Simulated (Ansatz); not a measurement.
SiC under load (space group Imm2), r2SCAN with spin-orbit coupling, rigid bands (Ansatz, a program for electronic structure). Condition of this run: uniaxial stress along [110] of -2 GPa (compression positive) (the target of the relaxation). Band gap 1.67 eV, N_c = 7.36e18 cm⁻³ and N_v = 8.21e19 cm⁻³ at 300 K, conductivity masses along y (a = (0.00, 2.18, 2.18) Å; b = (2.18, 0.00, 2.18) Å; c = (2.19, 2.19, 0.00) Å) of 0.263 mₑ (electrons) and 0.674 mₑ (holes). Take k_BT = 0.02585 eV.

Question: What built-in voltage has an abrupt junction with N_A = 1e17 and N_D = 1e18 cm⁻³, all dopants ionised?

Answer: V_bi = E_g/e − (k_BT/e) ln(N_c N_v/(N_A N_D)) = 1.67 − 0.02585 × 8.71 = 1.44 V, for the computed gap.

Question: A film of it is 3 nm thick, with its normal along the direction named. Estimate the confinement energies in an infinite well.

Answer: ħ²π²/(2m t²) = 0.376 eV·nm²/(m/mₑ × t²) gives 159 meV for electrons and 62.0 meV for holes, so the gap would widen to about 1.89 eV. Finite barriers and nonparabolic bands lower this, and with several valleys or bands the heaviest mass along the normal sets the lowest level, not this average.

Question: Find the intrinsic carrier density and the intrinsic Fermi level.

Answer: n_i = √(N_c N_v) exp(−E_g/2k_BT) = 2.46e19 × exp(−32.30) = 2.3e5 cm⁻³. The level lies (k_BT/2) ln(N_v/N_c) = 31 meV from mid-gap (positive towards the conduction band). Each 0.1 eV added to the gap lowers n_i by a factor of 6.9.

Rigid bands with the computed gap; masses take one relaxation time for all states.
